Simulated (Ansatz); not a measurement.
Consider Ir in the fcc (Cu type) structure (space group Fm-3m, No. 225; a = 3.831 Å; relaxed with 0.1 eV smearing).

The values are results of Ansatz (an electronic-structure program), PBEsol, PAW, cutoff 420 eV, no SOC, not measurements.

For the base:

| Quantity | Value |
|---|---|
| Pressure | 0.0 GPa |

The change: an isotropic linear strain of −1.00 %; the atoms relax in the strained cell.

Question: What happens to the energy relative to the base?

Answer: The energy goes up by 16 meV/atom.

Question: What happens to the pressure?

Answer: The pressure goes from zero to 12.5 GPa.

No phonon test of stability was made. The final runs are not spin-polarised.
